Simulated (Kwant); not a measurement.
Model system: In0.53Ga0.47As/In0.52Al0.48As stack with 1 barrier. One parabolic valley. Leads of mass 0.041 mₑ with the band edge at 0; grid 0.1 nm; bias 0 V, dropping linearly over the stack.

```
layer  thickness (nm)  band offset (eV)  mass (mₑ)
-----  --------------  ----------------  ---------
1                 4.7              0.52      0.075
```

The device is made up for the run: typed textbook-type constants, with dimensions and the other settings drawn at random.

Computed with Kwant: one-band effective-mass tight-binding model in one dimension, coherent, no space charge.

Sweep values stay those of the base run.

Base results: transmission at E = 0.3273 eV 0.0090; mean transmission over the sweep 0.0070; transmission at E = 0.4454 eV 0.034; transmission at E = 0.2191 eV 0.0028.

Question: What follows from this one change: thickness of the first barrier 4.7 → 2.8 nm?

Answer: transmission at E = 0.3273 eV 0.0090 → 0.091; mean transmission over the sweep 0.0070 → 0.061; transmission at E = 0.4454 eV 0.034 → 0.16; transmission at E = 0.2191 eV 0.0028 → 0.051.

Question: What follows from this one change: height of the first barrier 0.52 → 0.31 eV?

Answer: transmission at E = 0.3273 eV 0.0090 → 0.17; mean transmission over the sweep 0.0070 → 0.14; transmission at E = 0.4454 eV 0.034 → 0.69; transmission at E = 0.2191 eV 0.0028 → 0.045.
